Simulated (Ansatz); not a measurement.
# SiH2 on the (111) surface of germanium (2x2 Ge adatom at T4; a constructed slab, bottom: 4 H on 4 bottom sites), one in a cell of 57 Å², started at the site 'over Ge at depth 1.5 Å'

Computed with r2SCAN, at the PBE geometry (plane waves to 500 eV, PAW; Ansatz, a quantum-chemistry and plane-wave program).

Slab: 40 atoms, 13.7 Å thick at the start with caps and adatoms under the adsorbate (thin: gaps and levels are the slab's own); k 3x3x1, smearing 0.01 eV, dipole-corrected; single point; no symmetry held, on the structure that PBE left; no spin (no spin-polarised run to compare, though such a face may carry moments), no spin-orbit, no U, no dispersion correction. Its gap by band count is narrow, 0.07 eV on this mesh, and the smearing reaches across it. At the end it is bonded to 2 Ge. In PBE it is, or lies within 0.03 eV of, the lowest of the starts that converged; the order may differ at this level.

```
Quantity                                                                                                                                                                                                   Value
------------------------------------------------------------------------------------------------------------------------------  --------------------------------------------------------------------------------
energy of the end state, in which the adsorbate broke or entered a bond of the host, against SiH4(g) − H2(g) at the same level                                                                          -0.62 eV
change of the step from the bottom to the top vacuum level, against the clean slab                                                                                                                      -0.17 eV
height of the binding atom over the mean of the host atoms within 0.3 Å of the top one                                                                                                                   0.610 Å
caution                                                                                                                         the clean host was not checked against rearrangement in a larger or rattled cell
note                                                                                                                                             in the relaxation the adsorbate left its starting site by 0.7 Å
cost                                                                                                                                                                                     roughly 10 core-minutes
```

A negative adsorption energy means that the adsorbate is more stable on the surface than in its reference.
